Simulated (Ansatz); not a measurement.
Here is the system:

```xyz
2
Lattice="3.3964 0.0000 0.0000 0.0000 3.3964 0.0000 1.6982 -1.6982 2.3474" Properties=species:S:1:pos:R:3 pbc="T T T"
B      0.0000     0.0000     0.0000
As     3.3964     1.6982     1.1737
```

No spin polarisation.

Method: Ansatz (an electronic-structure program), LDA, PAW, cutoff 420 eV, spin-orbit coupling left out. Γ-centred 12×12×12 mesh, Fermi–Dirac width 0.05 eV.

Question: Predict the pressure and band gap.

Answer: The pressure (mean of the normal stresses, compression positive) is -30.8 kbar. The band gap comes out as 0.79 eV.

The cells carry an imposed strain or load. Stability against distortions was not tested. The cell was made from BAs in the zinc blende structure (space group F-43m, No. 216) by this change: biaxial strain +1.50 %, plane normal [001], relaxed out of plane.
